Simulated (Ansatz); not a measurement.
## What pressure 2.1 GPa does to BeTe

The reference is BeTe in the zinc blende structure (space group F-43m, No. 216; a = 5.657 Å).

The change: cell and atoms relaxed at a pressure of 2.1 GPa.

Method: r2SCAN/PAW in Ansatz (a quantum-chemistry and plane-wave program), spin-orbit coupling left out. Settings: 10×10×10 k-points, 0.05 eV Fermi–Dirac smearing.

```csv
quantity,base,changed,shift
density,5.01 g/cm³,5.18 g/cm³,+0.17 g/cm³
lattice parameter a,5.657 Å,5.595 Å,-0.0614 Å
shortest interatomic distance,2.449 Å,2.423 Å,-0.0266 Å
enthalpy H = E + PV relative to the base's energy,–,+0.29 eV/atom,–
band gap,2.37 eV,2.29 eV,-0.08 eV
gap character,"indirect, Γ → X","indirect, Γ → X",–
mean gap deformation potential ΔEg/Δln V,–,+2.5 eV,–
width of the top valence band,3.23 eV,3.40 eV,+0.163 eV
electron mass,"2.1 mₑ along k, 0.25 mₑ across (at X)","1.9 mₑ along k, 0.25 mₑ across (at X)",–
"hole mass (degenerate bands, along [100])","0.21, 0.35, 0.35 mₑ (at Γ)","0.21, 0.33, 0.33 mₑ (at Γ)",–
"valley order (the lowest conduction-band minima on the path, energy above the VBM, named in the base's zone)",X along ⟨100⟩ 2.37 eV; L along ⟨111⟩ 3.51 eV,X along ⟨100⟩ 2.29 eV; L along ⟨111⟩ 3.61 eV,–
```

Final structure:

```yaml
crystal:
  lattice:
    - [0.00000, 2.79770, 2.79770]
    - [2.79770, 0.00000, 2.79770]
    - [2.79770, 2.79770, 0.00000]
  atoms:
    - { symbol: Be, position: [0.00000, 0.00000, 0.00000] }
    - { symbol: Te, position: [0.25000, 0.25000, 0.25000] }
```

Cost of the whole job for the changed cell (relaxation, final SCF and bands): around 22 core-seconds (rough).

Spin-orbit coupling, missing from the scalar runs, can matter with Te. Load acts through the strain it causes; cell and atoms are relaxed under it. Masses are band curvatures over ±0.01 Å⁻¹ around the edge. Along k means along the line from Γ to the band edge. No phonon test of stability was made.
